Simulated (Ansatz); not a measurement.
For HfGe (model structure, started from the NbAs type, I4₁md, No. 109, 4 atoms in the cell), PBEsol (plane waves, PAW; Ansatz, a first-principles code) gives:

| Item | Value |
|---|---|
| lattice constant a | 3.432 Å |
| c axis length | 13.560 Å |
| formation enthalpy | -0.336 eV/atom |

What does PBE-D3(BJ) (PAW; Ansatz) give for the same quantities?


- lattice constant a: 3.443 Å (grows by 0.3 %)
- lattice parameter c: 13.597 Å (increases by 0.3 %)
- formation enthalpy: -0.326 eV/atom (moves by +0.010 eV/atom)

Changes are worked out from the printed values.

Unless a cell is named, each level is at its own relaxed cell (PBEsol 19.96, PBE-D3(BJ) 20.14 Å³/atom).

Levels without +SOC leave out spin–orbit coupling, which shifts energies and cells of such heavy elements.

Ansatz's density-functional and Hartree–Fock values are scalar-relativistic unless marked +SOC, with PAW data made under PBE.

A model structure was made by putting elements into a prototype or built by hand; it is no filed structure, need not be a known phase, and can be a saddle point held by its symmetry.
